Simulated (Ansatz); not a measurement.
**By hand: formation energy of V_Al in Al (fcc, Fm-3m)**

Subject: the formation energy of V_Al in Al (fcc, Fm-3m). Reaction: 63 Al (fcc) + V (bcc) → cell A.

A: a supercell of 64 sites of Al (fcc, Fm-3m) with V on an Al site (12 Al at 2.80 Å); spin state with PBE: no moments.

Setting: static, neutral cells in Ansatz (PAW) whose structures rest at the PBE level. Ansatz (an electronic-structure program) runs with its PAW set soft_1. Other levels take these structures. The lattices are those relaxed with PBE, so at other levels the solids can be strained, which adds to the spread. Larger cells are relaxed from a start prepared with the learned potential CHGNet, on a coarser mesh till forces fall under 0.03 eV/Å, which some starts already meet. A dispersion term (D3(BJ), or D4 for r2SCAN) was computed beside these levels and is taken off wherever the name lacks it. Space groups of crystals are read within 0.01 Å. Mesh and cell size may move defect energies by 0.1 eV or more. Cell A has symmetry Fm-3m within 0.02 Å and got no random move, so less symmetric positions, which may lie lower, weren't tried.

Total energies of the cells in eV, at zero smearing width. They compare only within one column; the weights balance every element.

| cell | atoms | weight | PBE | PBE+D3(BJ) |
|---|---|---|---|---|
| A: Al:V_Al | 64 | +1 | -36775.98222 | -36797.70997 |
| Al (fcc) | 64 | −63/64 | -34400.53354 | -34422.07522 |
| V (bcc) | 1 | −1 | -2912.41344 | -2913.09196 |

PBE: (-36775.98222) − 63/64 × (-34400.53354) − (-2912.41344) = -0.544 eV.

PBE+D3(BJ): (-36797.70997) − 63/64 × (-34422.07522) − (-2913.09196) = -0.388 eV.
